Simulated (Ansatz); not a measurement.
Consider CdS in the zinc blende structure (space group F-43m, No. 216; a = 5.7566 Å).

Structures relaxed with LDA, PAW, 420 eV (Ansatz, an electronic-structure program; scalar-relativistic without spin-orbit coupling).

Base:

Simulated powder pattern, Cu Kα1, λ = 1.54056 Å (kinematic, ideal powder, no thermal factors, no anomalous dispersion; the 14 strongest lines at most, above 2 %, up to 2θ = 90°):

```json
[
 {"2θ (°)": "26.80", "I/Imax (%)": "100", "hkl": "(111)"},
 {"2θ (°)": "31.04", "I/Imax (%)": "24", "hkl": "(200)"},
 {"2θ (°)": "44.48", "I/Imax (%)": "56", "hkl": "(220)"},
 {"2θ (°)": "52.69", "I/Imax (%)": "44", "hkl": "(311)"},
 {"2θ (°)": "55.23", "I/Imax (%)": "6.2", "hkl": "(222)"},
 {"2θ (°)": "64.72", "I/Imax (%)": "8.6", "hkl": "(400)"},
 {"2θ (°)": "71.36", "I/Imax (%)": "17", "hkl": "(331)"},
 {"2θ (°)": "73.51", "I/Imax (%)": "7.6", "hkl": "(420)"},
 {"2θ (°)": "81.92", "I/Imax (%)": "18", "hkl": "(422)"},
 {"2θ (°)": "88.10", "I/Imax (%)": "13", "hkl": "(511)"}
]
```

After one change:

Simulated powder pattern, Cu Kα1, λ = 1.54056 Å (kinematic, ideal powder, no thermal factors, no anomalous dispersion; the 14 strongest lines at most, above 2 %, up to 2θ = 90°):

```tsv
2θ (°)	I/Imax (%)
26.01	100
30.12	23
43.12	57
51.04	45
53.49	6.3
62.62	8.8
68.98	17
71.04	7.8
79.05	18
84.91	13
```

Problem. Which of these changes matches the shifts?
A. isotropic strain +3.00 %
B. isotropic strain −1.50 %
C. isotropic strain −2.50 %
D. isotropic strain +2.50 %

Solution. A, isotropic strain +3.00 %. Its volume per atom is 26.06 Å³ against 23.85 Å³, and its space group is F-43m (No. 216).

Whether these cells are dynamically stable was not tested.
